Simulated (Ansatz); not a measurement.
Take PbS (space group P6_3/mmc, No. 194; a hypothetical phase, not in the database extracts checked) as the base.

PbS has the hexagonal space group P6₃/mmc (No. 194), Pearson symbol hP4. Conventional cell: a = 5.001 Å, b = 5.001 Å, c = 5.982 Å, α = 90.00°, β = 90.00°, γ = 120.00°. Pb on 2d sees 5 S at 2.887–2.991 Å (trigonal bipyramidal). S on 2c sees 5 Pb at 2.887–2.991 Å (trigonal bipyramidal). (Neighbours: up to the widest gap in distance over summed covalent radii, below 1.35, at either atom; cation-cation and far metal-metal contacts left out.)

Calculations: Kohn–Sham DFT with the r2SCAN functional, run in Ansatz (an electronic-structure program) with PAW and 500 eV plane waves, no SOC.

Base values:

| Item | Result |
|---|---|
| Smallest direct gap | 1.73 eV |
| c/a ratio | 1.196 |
| Lattice parameter a | 5.001 Å |

It is then changed as follows: cell and atoms relaxed at a pressure of 5 GPa.

Q: How does this affect the smallest direct gap?

A: The smallest direct gap drops by 0.18 eV (1.73 eV → 1.55 eV).

Q: How does this affect the c/a ratio?

A: The c/a ratio increases by 0.005 to 1.201.

Q: Predict the new lattice parameter a.

A: The lattice parameter a falls by 0.158 Å to 4.843 Å.

Spin-orbit coupling, missing from the scalar runs, can matter with Pb. Load acts through the strain it causes; cell and atoms are relaxed under it. No phonon test of stability was made. No other phases were tried under pressure. The base started in P6_3mc and relaxed to P6_3/mmc at this level.
